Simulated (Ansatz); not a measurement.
An input for Ansatz (PBEsol) and the part of its output that reports the quasi-harmonic study. Lengths are of the primitive cell. Spin-orbit coupling is not included. The pressure is 30 GPa. The structure is held there; whether it is the stable one at that pressure was not tested.

Ansatz 0.2 input:
```yaml
crystal:
  lattice:
    - [0.0, 1.9602594038, 1.9602594038]
    - [1.9602594038, 0.0, 1.9602594038]
    - [1.9602594038, 1.9602594038, 0.0]
  atoms:
    - { symbol: Au, position: [0.0, 0.0, 0.0] }
kpoints:
  mp_grid: { grid: [16, 16, 16] }
hamiltonian:
  xc: pbesol
  pseudopotentials: { kind: paw }
scf:
  occupations: { method: methfessel_paxton, width: 0.15 }
phonons:
  method: dfpt
  qmesh: [4, 4, 4]
  temperatures: { t_max: 1000, t_step: 25 }
  thermal_expansion: { pressure: 30 }
checkpoint:
  write: run
```

```
--- Thermal expansion: 10 cells in 3 rounds, 30 GPa ---
  no lower state was reached at cell 4; its state was not examined: fill_not_monotonic
  without vibrations: a 2.77335, b 2.77335, c 2.77335 Å, V 15.0834 Å³, B 332.58 GPa
  at 0 K: a 2.77500, b 2.77500, c 2.77500 Å, V 15.1103 Å³, B 330.74 GPa
  zero-point expansion: a +0.059, b +0.059, c +0.059, V +0.178 %
      T/K        a/Å        b/Å        c/Å       V/Å³ | expansion of a, b, c, V (1e-6/K)   | that of V in the mean from 25 °C | C_P, C_V (J/mol K of the cell) | B_T, B_S (GPa)
     0.00    2.77500    2.77500    2.77500    15.1103 |    0.00    0.00    0.00    0.00 |   14.98 |     0.000     0.000 |   330.74   330.74
   100.00    2.77572    2.77572    2.77572    15.1221 |    5.14    5.14    5.14   15.42 |   18.62 |    19.168    19.097 |   328.67   329.90
   200.00    2.77736    2.77736    2.77736    15.1489 |    6.35    6.35    6.35   19.04 |   19.61 |    23.543    23.328 |   325.02   328.02
   298.15    2.77914    2.77914    2.77914    15.1781 |    6.69    6.69    6.69   20.08 |       - |    24.678    24.325 |   321.31   325.98
   375.00    2.78059    2.78059    2.78059    15.2019 |    6.85    6.85    6.85   20.55 |   20.35 |    25.128    24.666 |   318.37   324.33
   475.00    2.78252    2.78252    2.78252    15.2335 |    7.01    7.01    7.01   21.02 |   20.63 |    25.527    24.921 |   314.50   322.14
   575.00    2.78449    2.78449    2.78449    15.2659 |    7.14    7.14    7.14   21.43 |   20.88 |    25.839    25.086 |   310.57   319.90
   675.00    2.78650    2.78650    2.78650    15.2989 |    7.27    7.27    7.27   21.81 |   21.12 |    26.116    25.209 |   306.60   317.63
   775.00    2.78854    2.78854    2.78854    15.3326 |    7.40    7.40    7.40   22.19 |   21.34 |    26.376    25.310 |   302.58   315.32
   875.00    2.79062    2.79062    2.79062    15.3670 |    7.53    7.53    7.53   22.58 |   21.57 |    26.631    25.399 |   298.50   312.98
   975.00    2.79274    2.79274    2.79274    15.4020 |    7.66    7.66    7.66   22.97 |   21.79 |    26.886    25.481 |   294.38   310.61
  1000.00    2.79328    2.79328    2.79328    15.4109 |    7.69    7.69    7.69   23.07 |   21.85 |    26.950    25.501 |   293.34   310.01
  the static fit leaves 0.004 meV an atom of the energies and, of the stresses, 0.000 GPa of each cell's largest along a strain (root mean squares over the cells), whose Pulay part it has at -0.022 GPa
  vibrations' free energy: its fit passes through its cells
  the electrons' free energy at temperature is in it; its fit leaves 0.0000 meV an atom at the most
  free energies summed between the sampled wave vectors
  estimated error of the fitted expansion in any direction: up to 0.019e-6/K, at 1000 K, with few degrees of freedom (an estimate, not a bound: it was exceeded on models of known expansion)
  by sums over the sampled wave vectors an expansion of the volume parts by up to 0.59e-6/K
  by a static energy of one degree less an expansion of the volume parts by up to 0.02e-6/K
  the FFT grids of the static calculations differ: 20 × 20 × 20, 24 × 24 × 24
```

Warnings of the run: thermal_expansion_settings.

Cost: roughly 40 core-minutes.

No phase change or melting is allowed for: the numbers belong to this structure as given.

The PAW data sets were generated under PBE and serve the other functionals too.

Ansatz is an electronic-structure program.
